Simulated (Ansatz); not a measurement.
Reference: AlP (F-43m), PBEsol, rigid bands (plane waves, PAW, scalar-relativistic; Ansatz, a quantum-chemistry and plane-wave program); geometry: cell and atoms relaxed with PBEsol.

```
AlP
1.0
    0.00000     2.73525     2.73525
    2.73525     0.00000     2.73525
    2.73525     2.73525     0.00000
Al P
1 1
Direct
  0.00000   0.00000   0.00000
  0.75000   0.75000   0.75000
```

- band gap = 1.45 eV
- electron conductivity mass = 0.33 mₑ
- Seebeck coefficient, n-type 1e19 cm⁻³ = -263 μV/K

**Question.** Swap P for As, keeping the structure type. How do these values move?

**Answer.** AlAs (F-43m): volume per atom 20.5 to 22.8 Å³; band gap falls (1.45 eV to 1.34 eV); electron conductivity mass stays about the same (0.33 mₑ to 0.33 mₑ); Seebeck coefficient, n-type 1e19 cm⁻³ stays about the same (-263 μV/K to -263 μV/K).

**Question.** Replace Al by B on the same sites and relax. What happens?

**Answer.** BP (F-43m): volume per atom 20.5 to 11.5 Å³; band gap falls (1.45 eV to 1.11 eV); electron conductivity mass stays about the same (0.33 mₑ to 0.33 mₑ); Seebeck coefficient, n-type 1e19 cm⁻³ rises in size (-263 μV/K to -336 μV/K).

**Question.** Replace Al by In on the same sites and relax. What happens?

**Answer.** InP (F-43m): volume per atom 20.5 to 25.4 Å³; band gap falls (1.45 eV to 0.57 eV); electron conductivity mass falls (0.33 mₑ to 0.056 mₑ); Seebeck coefficient, n-type 1e19 cm⁻³ falls in size (-263 μV/K to -43 μV/K).

Moves up to 5 % count as about the same. Masses are for dilute carriers at 300 K, harmonic means over directions unless an axis is named. Seebeck coefficients are for the stated density at 300 K, with one relaxation time for all states and whether or not that doping can be reached. Spin-orbit coupling is left out.
